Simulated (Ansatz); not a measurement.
For CsCl-type CdO (model structure), LDA (Ansatz, a quantum-chemistry and plane-wave program, plane waves, PAW) gives:

- equilibrium lattice constant a = 2.845 Å
- formation enthalpy = -0.868 eV/atom

What does PBEsol (PAW; Ansatz) give for the same quantities?


- lattice constant a: 2.882 Å (goes up by 1.3 %)
- formation enthalpy: -0.690 eV/atom (moves by +0.178 eV/atom)

Changes are worked out from the printed values.

Unless a cell is named, each level is at its own relaxed cell (LDA 11.52, PBEsol 11.96 Å³/atom).

Ansatz's density-functional and Hartree–Fock values are scalar-relativistic unless marked +SOC, with PAW data made under PBE.

A model structure was made by putting elements into a prototype or built by hand; it is no filed structure, need not be a known phase, and can be a saddle point held by its symmetry.
